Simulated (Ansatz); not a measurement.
# Convergence study of the dielectric constant against the mesh for BN (P6_3/mmc, 4 atoms in the cell)

```xyz
4
Lattice="1.2457 -2.1577 0.0000 1.2457 2.1577 0.0000 0.0000 0.0000 6.6267" Properties=species:S:1:pos:R:3 pbc="T T T"
B      1.2457     0.7192     1.6567
B      1.2457    -0.7192     4.9700
N      1.2457    -0.7192     1.6567
N      1.2457     0.7192     4.9700
```

Method of the run: PBE, PAW files (plane waves; Ansatz, a quantum-chemistry and plane-wave program).

Base settings: basis.ecutwfc = 30.9 Ry; kpoints.mp_grid.grid = 11 11 4; hamiltonian.xc = pbe; hamiltonian.pseudopotentials = {kind: paw} (the program's default PAW files); scf.occupations.method = fermi_dirac; scf.occupations.width = 0.0007 Ry.

In this ladder: scf.occupations.method = fixed; scf.occupations.width = default; dielectric = true; dielectric.field_mesh = kpoints.

Only quantities that move along the ladder and can be compared are tabulated.

Core times come from one kind of shared machine, to one figure; runs under 30 s give none.

The starting cell has typed, rounded lattice constants, without a prior relaxation at this level. Its lattice was rescaled by up to half a per cent. In the base run, with a pressure of about 7 GPa the cell is away from its equilibrium volume at this level. A gap is left out here, as mesh or smearing make it unsure.

| kpoints.mp_grid.grid | largest Born charge (mean of the diagonal) (e) | mean ε∞ | core time / last (rough) |
|---|---|---|---|
| 4 4 2 | 2.020 | 3.797 | – |
| 5 5 2 | 2.049 | 3.922 | – |
| 6 6 2 | 2.052 | 3.982 | – |
| 8 8 3 | 2.053 | 4.033 | – |
| 9 9 3 | 2.053 | 4.042 | – |
| 12 12 4 | 2.053 | 4.053 | – |
| 14 14 5 | 2.053 | 4.055 | – |
| 18 18 6 | 2.053 | 4.055 | 0.3 |
| 22 22 8 | 2.053 | 4.055 | 0.5 |
| 28 28 9 | 2.053 | 4.055 | 1 |

Coarsest kpoints.mp_grid.grid that holds the mean ε∞ within 0.2 of the last step, with all finer ones: 5 5 2; the step before is off by 0.26.

Coarsest kpoints.mp_grid.grid that holds the largest Born charge (mean of the diagonal) within 0.02 e of the last step, with all finer ones: 5 5 2; the step before is off by 0.033 e.

Keys are those of Ansatz 0.2.
